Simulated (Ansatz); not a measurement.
Take BP in the zinc blende structure (space group F-43m, No. 216; a = 4.5484 Å) as the base.

Perturbation: the cell is scaled by 1.0200 in all directions; the atoms relax in the strained cell.

Calculations: PBE (Ansatz, an electronic-structure program; PAW; 420 eV plane waves; no spin-orbit coupling).

Base, band edges from the VBM (valence, conduction): X -4.09, 1.35; W -5.43, 5.33; L -1.75, 3.74; Γ 0.00, 3.39; K -3.48, 2.16; U -3.48, 2.16 eV.

**Question.** Give the band edges at the high-symmetry points of the new zone, measured from its valence-band maximum.

**Answer.** 
```csv
point,valence edge (eV),conduction edge (eV)
Γ,0.00,3.31
X,-3.87,1.46
U,-3.30,2.21
K,-3.30,2.21
L,-1.67,3.39
W,-5.09,5.34
```

The gap is 1.33 eV, indirect, Γ → Γ–X (83 % along).

Whether these cells are dynamically stable was not tested.
